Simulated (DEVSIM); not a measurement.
Structure: Ti/SiO2/p-Si capacitor, at 300 K.

| layer (left to right) | material | thickness (nm) | Na (cm⁻³) |
|---|---|---|---|
| 1 | SiO2 | 43.0 | - |
| 2 | Si | 3600 | 2.5e16 |

Metal gate on the left, work function 4.33 eV. Fixed charge at the semiconductor interface -1.5e10 cm⁻² (in units of +e); interface traps 2e12 cm⁻² eV⁻¹, uniform in energy, neutral level at 0.5 of the gap above the valence band.

This is a model device: material constants are rounded textbook-type values typed into the input, and sizes, dopings and lifetimes were drawn at random. Values at 300 K.

| parameter | SiO2 | Si |
|---|---|---|
| gap (eV) | 9 | 1.124 |
| affinity (eV) | 0.9 | 4.05 |
| permittivity | 3.9 | 11.7 |
| Nc (cm⁻³) | - | 2.86e19 |
| Nv (cm⁻³) | - | 3.1e19 |

Model (solved in DEVSIM): 1D Poisson equation in equilibrium, Boltzmann statistics, complete ionisation; no quantum confinement or tunnelling. Metal contacts follow the ideal Schottky-Mott rule: no Fermi-level pinning, no interface dipoles.

Question: Give the band bending (positive: bands bend down) and minority sheet density.

Answer: 
```
Vg (V)  ψs (V)  minority carriers (cm⁻²)
------  ------  ------------------------
-4.4    -0.116                     < 1e8
-3.8    -0.099                     < 1e8
-3.2    -0.075                     < 1e8
-2.6    -0.040                     < 1e8
-2       0.014                     < 1e8
-1.4     0.090                     < 1e8
-0.8     0.179                     < 1e8
-0.2     0.275                     < 1e8
0.4      0.374                     < 1e8
1        0.476                     < 1e8
1.6      0.580                     < 1e8
2.2      0.685                     5.4e8
2.8      0.783                    2.2e10
3.4      0.839                    1.7e11
4        0.866                    3.9e11
4.6      0.884                    6.5e11
5.2      0.896                    9.2e11
```
